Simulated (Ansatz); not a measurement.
**Response to strain in CsSnI3**

Take CsSnI3 in the cubic perovskite structure (space group Pm-3m, No. 221) as the base.

```xyz
5
Lattice="6.2244 0.0000 0.0000 0.0000 6.2244 0.0000 0.0000 0.0000 6.2244" Properties=species:S:1:pos:R:3 pbc="T T T"
Cs     0.0000     0.0000     0.0000
Sn     3.1122     3.1122     3.1122
I      0.0000     3.1122     3.1122
I      3.1122     3.1122     0.0000
I      3.1122     0.0000     3.1122
```

Cartesian axes are those of the cell as printed.

Strains are applied to the cell and any free atomic positions relax; under biaxial strain the out-of-plane vector relaxes too; under stress the whole cell relaxes.

All numbers come from DFT with r2SCAN, PAW potentials and a 500 eV plane-wave cutoff in Ansatz (a program for electronic structure), no spin-orbit coupling.

Task: Only one of these has no band gap. Which?
(A) isotropic strain −5.83 %
(B) biaxial strain −0.17 %, plane normal [001], relaxed out of plane
(C) tensor shear ε_yz = −1.15 %
(D) tensor shear ε_xy = −3.72 %
(E) uniaxial stress, 0.5 GPa tension along x

Result: A, isotropic strain −5.83 %. Computed: isotropic strain −5.83 %: zero; tensor shear ε_yz = −1.15 %: 0.44 eV; biaxial strain −0.17 %, plane normal [001], relaxed out of plane: 0.44 eV; tensor shear ε_xy = −3.72 %: 0.39 eV; uniaxial stress, 0.5 GPa tension along x: 0.44 eV

A case with no gap was solved on a k-mesh chosen for an insulator, which is coarse for it. Spin-orbit coupling, missing from the scalar runs, can matter with I. Beyond what the load breaks, stability against distortions was not tested. All final runs are without spin polarisation. Many cubic perovskites are stable only at high temperature; tilts and polar distortions were not tested. A zero or small gap of CsSnI3 under isotropic strain −5.83 % can be the functional's error rather than a property of the material.
